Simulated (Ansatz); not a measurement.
Consider this model of amorphous Ge$_{20}$S$_{40}$Ag$_{4}$.

```xyz
64
Lattice="11.8961 0.6078 -0.7981 0.6078 11.8324 0.0427 -0.7981 0.0427 11.8402" Properties=species:S:1:pos:R:3 pbc="T T T"
Ge     0.4892    11.1652     2.5874
Ge     8.9834     8.2866     2.2960
Ge     2.7975     9.6584     7.6205
Ge     7.3625     0.5254     8.1152
Ge     8.3542     6.1537     4.6621
Ge     8.4082     1.8688     4.7292
Ge     6.3792     5.8775     7.1247
Ge     4.3410     6.4761    10.1645
Ge     5.4678     8.8083     3.9346
Ge     3.9133     5.6810     4.9537
Ge    11.8525     5.7590    -0.7287
Ge     1.7040     8.4041     4.1343
Ge     6.5893     3.8246    10.6182
Ge     3.6988     0.8603     8.1721
Ge     1.3657     7.4560    10.0410
Ge     3.9409     1.3196    11.0463
Ge     8.7174     2.0212     1.7449
Ge     8.1955    10.0684     5.1401
Ge     0.6630     2.0164    11.3849
Ge    10.2548    12.0297    10.5363
S      0.7753     9.4407     9.1136
S      9.3679    10.2887     3.2695
S      3.3793     8.2301    11.1794
S      8.9677     3.8847     0.6451
S     11.2271     5.0478     8.9892
S     10.1195     6.6359     3.1984
S      6.7111     7.8832     2.3158
S     10.2444     2.0814     3.5033
S      3.4922     9.1217     2.8964
S     10.0848    11.8193     0.7786
S      8.6979     8.2792     6.3039
S      8.8475     6.5477    11.2341
S      6.1698     7.0965     9.0949
S      3.1864     2.6779     9.4040
S      6.0645    10.7186     4.9350
S      2.8314    11.9470     6.7952
S      4.5819    11.1958     9.8626
S      4.7530     5.0694     3.0325
S      3.3517     1.3823     0.9326
S      0.5748     3.4067     1.3862
S      7.6855    10.4959     9.3603
S      6.8725     1.5779    -0.3794
S      5.6861     1.5681     7.1499
S      1.0840     9.6223     5.8526
S      1.6584     6.1451     4.6354
S      9.3078    11.7943     6.2419
S      4.8703     7.6090     5.7612
S      8.9077     1.8380     9.1583
S      2.5748     6.0371     8.7790
S      8.2350     3.4489     6.3503
S      6.9158     1.6324     3.0751
S      9.4793     8.4241     0.0602
S      5.5223     4.8561    -0.1693
S      9.7516    10.1407     9.3841
S      1.3571     6.8874     0.2993
S      4.3699     4.4952     6.7487
S     12.1472     9.4144     1.7346
S      9.7855     4.7300     5.8912
S      1.2731    11.4688     0.1466
S     11.2104     6.9766     8.1492
Ag     2.9002     3.9860     1.9350
Ag     3.6972     6.7928     1.4992
Ag    11.0267     9.2490     6.4625
Ag     0.6167     6.1443     6.8554
```

All values below come from PBE-D3(BJ), scalar-relativistic without spin-orbit coupling (plane waves to 420 eV, PAW; Ansatz, a first-principles code).

A CHGNet melt-quench gave the starting glass, which DFT then relaxed. The hot cell started wider than the set density and was brought back towards it in steps. It is the lowest in DFT energy of 3 quenches. It is a model cell: composition and starting density were chosen by hand, and all elements were melted together. The geometry includes D3(BJ) dispersion. Its density started from a set value of 3.04 and ended at 3.18 g/cm³. The quench (nominally 96 K/ps over its main leg) was far faster than any real one, so the model tends to hold more defects than a real film. Values belong to this one cell and scatter from quench to quench. Volume and shape were free in the relaxation.

Cut-offs for bonds: Ge-Ge 2.85 Å, Ge-S 2.76 Å, Ge-Ag 3.18 Å, S-S 2.39 Å, S-Ag 3.00 Å, Ag-Ag 3.48 Å.

Question: Give the coordination numbers, mean bond lengths and angles.

Answer: 
The mean coordination of Ge is 3.75 (6 with 3, 13 with 4, 1 with 5) and the mean coordination of S is 2.42 (24 with 2, 15 with 3, 1 with 4). The mean coordination of Ag is 4.50 (2 with 4, 2 with 5) and the mean Ge-S bond is 2.318 Å (spread 0.117 Å, 75 counted). The mean S-Ag bond comes out as 2.603 Å (spread 0.133 Å, 14 counted) and the mean S-S bond comes out as 2.075 Å (spread 0.026 Å, 4 counted). The mean Ag-Ag bond is 2.942 Å (spread 0.008 Å, 2 counted). The bond angle at Ge is mean 106.0°, spread 12.8° and the bond angle at S is mean 100.3°, spread 15.8°. The bond angle at Ag comes out as mean 103.7°, spread 31.5°.

Question: List the pairs of like atoms that count as bonded by the rules above.

Answer: S25-S60 (2.10 Å), S32-S52 (2.04 Å), S41-S54 (2.10 Å), S50-S58 (2.06 Å), Ag61-Ag62 (2.95 Å), Ag63-Ag64 (2.93 Å).
